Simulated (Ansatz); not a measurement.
Results of RPBE (Ansatz, a quantum-chemistry and plane-wave program, plane waves, PAW) for AlB2-type MgB2.

Run with plane-wave cutoff 520 eV, 24×24×16 k mesh (along the axes of the cell as run), Fermi–Dirac smearing 0.05 eV, scalar-relativistic PAW data made under PBE.

The volume scan:

```tsv
V (Å³/atom)	E − E_lowest (meV/atom)	P (GPa)
9.453	7.19	6.04
9.650	1.74	2.88
9.847	0.00	0.00
10.044	1.64	-2.62
10.241	6.35	-5.01
```

Question: What bulk modulus B0 and pressure derivative B′ does a third-order Birch–Murnaghan fit give?

Answer: V0 = 9.847 Å³/atom, B0 = 137 GPa, B′ = 3.7 (fit to the energies at full precision).

Shape and atoms are relaxed at each volume.

Measured, for comparison: bulk modulus 151 ± 5 GPa (room temperature, not corrected to a static lattice, B' fixed at 4, our sources range from 147 to 151; as tabulated in Vogt et al. (2001), arXiv:cond-mat/0102480). Computed (rounded) less measured: bulk modulus -9 % (-7 % to -9 % over the range).

Note: the bulk modulus comes from volumes at which shape and atoms were relaxed.
